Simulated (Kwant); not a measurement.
Device: In0.53Ga0.47As/InP stack with 1 barrier. One parabolic valley. Leads of mass 0.041 mₑ with the band edge at 0; grid 0.1 nm; bias 0 V, dropping linearly over the stack.

| layer | thickness (nm) | band offset (eV) | mass (mₑ) |
|---|---|---|---|
| 1 | 6 | 0.25 | 0.08 |

The device is made up for the run: typed textbook-type constants, with dimensions and the other settings drawn at random.

Kwant, one-band effective-mass tight-binding model in one dimension, coherent, no space charge.

**Question.** Work out the transmission below the barrier top from T = 1/(1 + ((ζ + 1/ζ)/2)² sinh²(κa)), ζ = (k/m_lead)/(κ/m_barrier).

**Answer.** E = 0.04856 eV: k = 0.2286 nm⁻¹, κ = 0.6504 nm⁻¹, ζ = 0.6858, T = 0.00142. The simulation gives 0.00142, the same within the digits that matter. E = 0.1243 eV: k = 0.3657 nm⁻¹, κ = 0.5138 nm⁻¹, ζ = 1.389, T = 0.00753. The simulation gives 0.00753, the same within the digits that matter. E = 0.1905 eV: k = 0.4528 nm⁻¹, κ = 0.3535 nm⁻¹, ζ = 2.499, T = 0.0274. The simulation gives 0.0274, the same within the digits that matter. What differs comes from the grid.
